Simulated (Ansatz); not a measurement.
## Effective masses and thermopower of CdSe under load (space group I-4m2)

Consider the following.

```
CdSe
1.0
    0.00000     2.97436     3.13524
    2.97436     0.00000     3.13524
    2.97436     2.97436     0.00000
Cd Se
1 1
Cartesian
  0.00000   0.00000   0.00000
  4.46154   4.46154   4.70286
```

Computed with PBEsol with spin-orbit coupling, rigid bands (plane waves, PAW; Ansatz, a program for electronic structure). Condition of this run: biaxial stress xx = yy = 1 GPa (compression positive) (the target of the relaxation). Cell: cell and atoms relaxed with PBEsol, then loaded as said.

```json
{
  "band_gap": "0.32 eV",
  "hole conductivity mass (300 K, dilute)": "0.47 (x), 0.47 (y), 0.83 (z) mₑ",
  "effective density of states N_v (300 K)": "7.2e18 cm⁻³",
  "density_of_states_mass_holes": "0.44 mₑ",
  "Seebeck coefficient, p-type 1e19 cm⁻³, 300 K": "255 μV/K",
  "best p-type power factor at 300 K for τ = 10 fs (best axis; densities from 1e16 to 1e21 cm⁻³ tried, whether or not they can be reached)": "7.0 μW/(cm·K²) at 3e20 cm⁻³"
}
```

Rigid bands; masses and Seebeck coefficients take one relaxation time τ for all states and one kind of carrier; polarons and phonon drag are left out.
